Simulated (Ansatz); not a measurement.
Phonon-limited electron mobility of C (Fd-3m) in cm²/(V·s), PBE, finite-displacement electron-phonon coupling, linearised Boltzmann equation (Ansatz, a first-principles code). Condition of this run: hydrostatic pressure 50 GPa (the target of the relaxation). Geometry: relaxed with this functional, without spin-orbit coupling.

| Condition | μ |
|---|---|
| 200 K | ___ |
| 250 K | 2300 |
| 300 K | 1690 |
| 350 K | 1250 |
| 400 K | 944 |
| 500 K | 564 |
| 600 K | ___ |

**Question.** Fill in the missing entries.

**Answer.** 
- 200 K, μ: 3400
- 600 K, μ: 360

**Question.** What exponent p of μ ∝ T^−p fits 200 to 400 K (along x)?

**Answer.** p ≈ 1.8; acoustic deformation-potential scattering alone gives 1.5.

Scattering by harmonic phonons alone: no impurities, screening or carrier-carrier scattering, bands fixed at 0 K. From a coarser fine mesh the values given move by up to 6 %. The mesh was bound by memory.
